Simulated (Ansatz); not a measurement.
Take TaN in the rock salt structure (space group Fm-3m, No. 225; a = 4.416 Å; relaxed with 0.1 eV smearing) as the base. Axes: x, y, z lie along the cube axes.

The values are results of Ansatz (a program for electronic structure), PBE, PAW, cutoff 420 eV, no spin-orbit coupling, earlier PAW set, not measurements.

Now apply this change: an isotropic linear strain of −1.91 %, atoms relaxed at fixed cell.

Predict the stress tensor and what it implies for the stiffness.

Stress of the strained cell less that of the base (GPa, compression positive):
```
   21.7     0.0     0.0
    0.0    21.7     0.0
    0.0     0.0    21.7
```

Then B = −ΔP/(ΔV/V₀) with ΔV/V₀ = -0.0562 gives secant stiffness values (nonlinear terms included at this strain): B ≈ 385 GPa.

As a check, the harmonic strain energy −½ V₀ Δσ:ε is 42 meV/atom; the computed energy rise is 39 meV/atom.

No phonon test of stability was made. All final runs are without spin polarisation. This is not the structure that TaN has at room temperature and ambient pressure.
